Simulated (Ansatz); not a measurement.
Input and output of a self-consistent single point for NiGePd (P4/nmm, 6 atoms in the cell) (Ansatz, a program for electronic structure).

Method: PBEsol, PAW files made with PBE (plane waves; Ansatz).

The change in words: lattice scaled by 0.98. Reference geometry:
```xyz
6
Lattice="3.6174 0.0000 0.0000 0.0000 3.6174 0.0000 0.0000 0.0000 6.2300" Properties=species:S:1:pos:R:3 pbc="T T T"
Ni     1.8087     1.8087     0.0000
Ni     0.0000     0.0000     0.0000
Ge     1.8087     0.0000     1.5202
Ge     0.0000     1.8087     4.7098
Pd     1.8087     0.0000     3.9856
Pd     0.0000     1.8087     2.2444
```

Reference input (self-consistent single point, DFT, PBEsol, plane waves, PAW files made with PBE): basis.ecutwfc = 420 eV; kpoints.mp_grid.grid = 7 7 5; hamiltonian.xc = pbesol; hamiltonian.pseudopotentials = {kind: paw} (an earlier, softer set of the program's PAW files); scf.occupations.method = gaussian; scf.occupations.width = 0.136 eV. This run's input differs from it in these lines:

```diff
@@ -2,5 +2,5 @@
   lattice:
-    - [3.61740100, 0.00000000, 0.00000000]
-    - [0.00000000, 3.61740100, 0.00000000]
-    - [0.00000000, 0.00000000, 6.22998600]
+    - [3.54505300, 0.00000000, 0.00000000]
+    - [0.00000000, 3.54505300, 0.00000000]
+    - [0.00000000, 0.00000000, 6.10538600]
   atoms:
```

Log, with long lists cut:

```
SCF iter   1: F=—  HF=-33964.304623 eV  |F-HF|=—  |Δ(HF+E_count)|=         —  Δρ=4.45e-1  dr2=2.90e2  ethr=3.10e-3  ⟨swp⟩=5.7  Hψ=6114  notcnv=0  defer=1
all-band conjugate gradients solve this SCF's bands
preconditioner: auto → Kerker (q_TF=auto, 2.851 Å⁻¹)
SCF iter   2: F=—  HF=-33942.524474 eV  |F-HF|=—  |Δ(HF+E_count)|=    2.18e1  Δρ=1.75e-1  dr2=4.85e1  ethr=3.10e-3  ⟨swp⟩=4.0  Hψ=4676  notcnv=0  defer=94
   [... lines left out ...]
SCF iter   9: F=—  HF=-33933.346379 eV  |F-HF|=—  |Δ(HF+E_count)|=   1.10e-4  Δρ=9.11e-4  dr2=5.99e-4  ethr=7.82e-7  ⟨swp⟩=2.0  Hψ=3188  notcnv=0  defer=113
SCF iter  10: F=—  HF=-33933.346321 eV  |F-HF|=—  |Δ(HF+E_count)|=   5.81e-5  Δρ=2.23e-4  dr2=3.86e-5  ethr=5.99e-7  ⟨swp⟩=1.7  Hψ=1839  notcnv=0  defer=113
SCF iter  11: F=—  HF=-33933.346320 eV  |F-HF|=—  |Δ(HF+E_count)|=   9.01e-7  Δρ=4.22e-5  dr2=1.55e-6  ethr=3.86e-8  ⟨swp⟩=1.1  Hψ=1701  notcnv=0  defer=113
SCF iter  12: F=-33933.346320 eV  HF=-33933.346320 eV  |F-HF|=2.34e-8  |Δ(HF+E_count)|=   1.36e-7  Δρ=7.66e-6  dr2=3.05e-8  ethr=1.00e-10  ⟨swp⟩=9.9  Hψ=9023  notcnv=0
SCF 1 converged in 12 iterations: F = -33933.346320 eV  dr2 = 3.05e-8
Free energy (F): -33933.346320 eV
Internal energy: -33933.340052 eV  (E = F + TS)
E sigma→0 (E₀):  -33933.343186 eV
Entropy (-TS):   -0.006269 eV (-1.045 meV/atom)
Fermi energy:    18.983782 eV
--- Forces (eV/Å), atoms counted from 1 ---
  atom   1  Ni     0.00000000     0.00000000     0.00000000
  atom   2  Ni     0.00000000     0.00000000    -0.00000000
  atom   3  Ge     0.00000000     0.00000000     0.27348009
  atom   4  Ge     0.00000000     0.00000000    -0.27348009
  atom   5  Pd     0.00000000     0.00000000     0.03022082
  atom   6  Pd     0.00000000     0.00000000    -0.03022082
--- Stress (GPa, compression-positive) ---
        7.349649       0.000000       0.000000
        0.000000       7.349649       0.000000
        0.000000       0.000000       9.173582
  P = ⅓ Tr σ = 7.9576 GPa (79.576 kbar)
  The stress holds the Pulay correction. Without it, at fixed plane waves, as pw.x and ABINIT print it: P = 7.8762 GPa
```

The run converged in 12 iterations. Against the reference run the free energy rises by 8.3 meV/atom, the pressure goes from -3.92 to 7.96 GPa and the largest force goes from 0.121 to 0.273 eV/Å.

The starting cell comes from a database of computed structures (which also holds hypothetical and non-ambient phases and stackings), without a prior relaxation at this level. Its lattice was rescaled by a random factor within 2.5 % of one. For this run, on top of that: lattice scaled by 0.98. Spin polarisation is off. With a pressure of about 8 GPa the cell is away from its equilibrium volume at this level. Ansatz's pressure includes its estimate of the finite-basis (Pulay) stress.

Keys are those of Ansatz 0.2.
